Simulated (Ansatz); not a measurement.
# CuAu (R-3m, No. 166, 2 atoms in the cell; start mp-1225677; a measured phase of this formula has another space group): lattice parameter a by level of theory

No measured value is used here.

| level (code) | value (Å) |
|---|---|
| LDA (Ansatz) | 2.790 |
| PBEsol (Ansatz) | 2.811 |
| r²SCAN (Ansatz) | 2.844 |

Density-functional levels without +SOC have no spin–orbit coupling. LDA, PBEsol, r²SCAN: the run has no spin polarisation, so it can have missed a magnetic state. LDA, PBEsol, r²SCAN: the relaxation could not lower the start's symmetry, so the cell can be a saddle point above a distorted one. Cutoffs differ between the levels. Ansatz's density-functional and Hartree–Fock values are scalar-relativistic unless marked +SOC, with PAW data made under PBE.

A start named mp-… is a Materials Project structure, which need not be a measured phase.

Ansatz is a first-principles code.
